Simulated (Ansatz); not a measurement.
InSe (P6₃/mmc, No. 194, 8 atoms in the cell; start mp-20485; a measured phase of this formula has another space group), treated with r²SCAN+rVV10 in Ansatz (plane waves, PAW).

Run with plane-wave cutoff 500 eV, 12×12×4 k mesh (along the axes of the cell as run), Fermi–Dirac smearing 0.05 eV, scalar-relativistic PAW data made under PBE.

Cell (relaxed at this level):

Space group P6₃/mmc (No. 194); a = 4.0167 Å, b = 4.0167 Å, c = 16.9325 Å, α = 90.00°, β = 90.00°, γ = 120.00°

| atom | site | symmetry | x | y | z |
|---|---|---|---|---|---|
| In | 4f | 3m. | 0.3333 | 0.6667 | 0.1677 |
| Se | 4f | 3m. | 0.6667 | 0.3333 | 0.0928 |

Predict the band gap.


band gap: 0.85 eV (on the SCF k mesh)

Note: the relaxation could not lower the start's symmetry, so the cell can be a saddle point above a distorted one.

Spin–orbit coupling is not included.

A start named mp-… is a Materials Project structure, which need not be a measured phase.

Ansatz is a quantum-chemistry and plane-wave program.
